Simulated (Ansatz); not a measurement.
Start from C in the diamond structure (space group Fd-3m, No. 227; a = 3.554 Å). Axes: x, y, z lie along the cube axes.

Level of theory: PBEsol, PAW, 420 eV (Ansatz, a first-principles code; without spin-orbit coupling).

Strains are applied to the cell and any free atomic positions relax; under biaxial strain the out-of-plane vector relaxes too.

One change was made to it. Results:

| quantity | base | after |
|---|---|---|
| energy relative to the base (free energy F) | 0 meV/atom | +1.0 meV/atom |
| pressure (mean of the normal stresses, compression positive) | 0.00 GPa | 3.99 GPa |
| volume per atom | 5.61 Å³ | 5.56 Å³ |

Question: Which change produced these results?
(A) biaxial strain +0.50 %, plane normal [001], relaxed out of plane
(B) biaxial strain −0.50 %, plane normal [001], relaxed out of plane
(C) biaxial strain −3.00 %, plane normal [001], relaxed out of plane

Answer: B, biaxial strain −0.50 %, plane normal [001], relaxed out of plane. For comparison, the pressure in the other runs: biaxial strain −3.00 %, plane normal [001], relaxed out of plane gives 26.23 GPa; biaxial strain +0.50 %, plane normal [001], relaxed out of plane gives -3.84 GPa.

Stability against distortions was not tested.
